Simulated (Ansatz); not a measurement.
Take CdGeAs2 in the chalcopyrite structure (space group I-42d, No. 122; a = 5.874 Å, c = 11.226 Å) as the base. Axes: x, y, z lie along a, b, c of the conventional cell.

Calculations: LDA in Ansatz (plane waves to 420 eV, PAW, no spin-orbit coupling).

Base values:

| Property | Result |
|---|---|
| Pressure | 0.00 GPa |
| Shortest interatomic distance | 2.426 Å |

Modification: uniaxial strain ε_xx = −1.50 %, all other strain components held at zero, atoms relaxed at fixed cell.

Problem. How does this affect the pressure, energy relative to the base and shortest interatomic distance?

Solution. The pressure (mean of the normal stresses, compression positive) goes from zero to 1.04 GPa; the energy increases by 1.7 meV/atom; the shortest interatomic distance drops by 0.0128 Å to 2.414 Å.

No phonon test of stability was made.

Ansatz is an electronic-structure program.
